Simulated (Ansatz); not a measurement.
Base system: PbTe in the rock salt structure (space group Fm-3m, No. 225; a = 6.4420 Å).

Levels (all Ansatz, a quantum-chemistry and plane-wave program, PAW): PBEsol (420 eV, no spin-orbit coupling); r2SCAN (500 eV, scalar-relativistic without spin-orbit coupling).

Its gap is 0.65 eV with PBEsol and 1.00 eV with r2SCAN.

Modification: a hydrostatic pressure of 3 GPa.

With PBEsol the gap becomes 0.51 eV.

Task: If the r2SCAN correction stayed the same, what would the r2SCAN gap be, and what does the r2SCAN run give?

Result: A rigid correction of +0.35 eV gives 0.86 eV. The r2SCAN run gives 0.85 eV, so the two effects roughly add.

Single points use the geometry relaxed with PBEsol. With Pb and Te present, leaving out spin-orbit coupling can change the band edges. Load acts through the strain it causes; cell and atoms are relaxed under it. Whether these cells are dynamically stable was not tested.
